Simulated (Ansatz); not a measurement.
Take CdS in the zinc blende structure (space group F-43m, No. 216; a = 5.878 Å) as the base. Axes: x, y, z lie along the cube axes.

Method: DFT with r2SCAN, PAW potentials and a 500 eV plane-wave cutoff in Ansatz (a quantum-chemistry and plane-wave program), no spin-orbit coupling.

Base values:

The band gap is 1.54 eV and the valence-band top at Γ is 0.00, 0.00, 0.00 eV.

It is then changed as follows: a free-standing slab of 4 layers (8 atoms, 2 a layer) is cut normal to [110], with 15 Å of vacuum and the in-plane cell held at bulk.

**Question.** What does the calculation give for the band gap after the change?

**Answer.** The band gap grows by 0.55 eV to 2.09 eV.

**Question.** Predict the new change of the spacing d12 from its bulk value of 2.078 Å.

**Answer.** The change of the spacing d12 from its bulk value of 2.078 Å comes out as -10.0 %.

**Question.** Predict the new gap character.

**Answer.** The gap character amounts to direct at Γ.

**Question.** How does this affect the excess energy per area of both faces?

**Answer.** The excess energy per area of both faces (slab less bulk energy over the cell's area: twice a surface energy) is 0.91 J/m².

**Question.** Predict the new valence-band top at Γ.

**Answer.** The valence-band top at Γ (three highest levels, from the VBM) becomes 0.00, -0.22, -0.29 eV (base: 0.00, 0.00, 0.00 eV).

Slab and bulk use different k-meshes, which limits the precision of the excess energy. Stability against distortions was not tested. k-point labels follow each cell's own Brillouin zone.
